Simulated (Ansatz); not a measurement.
Results of r²SCAN (Ansatz, a program for electronic structure, PAW) for CsCl-type CoGa.

Numerical settings: plane-wave cutoff 560 eV, 20×20×20 k mesh, Fermi–Dirac smearing 0.05 eV, no spin polarisation, scalar-relativistic PAW data made under PBE.

Computed points:

```tsv
V (Å³/atom)	E − E_lowest (meV/atom)	P (GPa)
10.814	29.28	14.40
11.044	12.51	9.05
11.274	3.01	4.27
11.504	0.00	0.00
11.734	2.80	-3.82
11.964	10.78	-7.23
12.194	23.39	-10.27
```

What bulk modulus B0 and pressure derivative B′ does a third-order Birch–Murnaghan fit give?

V0 = 11.504 Å³/atom, B0 = 202 GPa, B′ = 4.6 (fit to the energies at full precision).

Static lattice: no zero-point or thermal effects.

Computing time: around 2.4 core-minutes (rough).
